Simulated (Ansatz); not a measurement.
## Amorphous Si24O50Sn

The cell was made by melting and quenching with the CHGNet potential and then relaxed with DFT. O atoms were pushed apart under 1.9 Å during the dynamics, to hinder bonds among them. The hot cell started wider than the set density and was brought back towards it in steps. It is the lowest in DFT energy of 2 quenches. It is a model cell: composition and starting density were chosen by hand, and all elements were melted together. No dispersion term was used.

Methods: PBE, scalar-relativistic without spin-orbit coupling (Ansatz, an electronic-structure program); r2SCAN, scalar-relativistic without spin-orbit coupling (Ansatz); HSE06, scalar-relativistic without spin-orbit coupling (Ansatz). Geometry, pressure, stress and energy are those of the PBE run. Its sampling: a 2×2×2 Γ-centred mesh; Fermi-Dirac width 0.02 eV; no spin polarisation. Other functionals are single points at the zone centre (r2SCAN at 500 eV; exact exchange cut at the cell's faces), free to take moments where seeds were set. At PBE the levels at both edges of the gap are localised (band-tail or defect states), and the nearest spread-out levels lie 5.6 eV apart at the zone centre.

```json
{
 "number_of_atoms_in_the_cell": "75",
 "Density (held, not predicted)": "2.34 g/cm³",
 "volume_per_atom": "15.06 Å³",
 "Pressure on a 2×2×2 Γ-centred mesh": "0.00 GPa",
 "Largest force and stress component on that mesh (the relaxation ran on the zone centre alone)": "0.03 eV/Å and 2.3 GPa",
 "Energy relative to alpha cristobalite + rutile SnO2 (lowest mix at this level among the phases computed, not always the ambient ones)": "100 meV/atom",
 "Gap between localised states on a 2×2×2 Γ-centred mesh (PBE)": "3.39 eV",
 "Gap between localised states at the zone centre (PBE)": "3.40 eV",
 "Gap between localised states at the zone centre (r2SCAN)": "4.00 eV",
 "Gap between localised states at the zone centre (HSE06)": "5.22 eV"
}
```

Bonds are counted up to Si-Si 2.60 Å, Si-O 1.90 Å, Si-Sn 2.75 Å, O-O 1.58 Å, O-Sn 2.46 Å, Sn-Sn 3.06 Å. Two cations that share two anions don't count as bonded, nor two that share one unless they lie closer than Si-Si 2.38 Å, Si-Sn 2.68 Å, Sn-Sn 2.97 Å.

| Quantity | Value |
|---|---|
| Mean coordination of Si by anions | 4.00 (24 with 4) |
| Mean coordination of O | 2.00 (50 with 2) |
| Mean coordination of Sn by anions | 4.00 (1 with 4) |
| Mean Si-O bond | 1.635 Å (spread 0.014 Å, 96 counted) |
| Mean O-Sn bond | 1.990 Å (spread 0.011 Å, 4 counted) |

Its density started from a set value of 2.34 g/cm³. The quench (nominally 400 K/ps over its main leg) was far faster than any real one, so the model tends to hold more defects than a real film. A cell of this size samples the disorder only roughly. The volume was held where the preparation left it, at a PBE pressure of 0.0 GPa. Stress components on the final sampling reach 2.3 GPa.
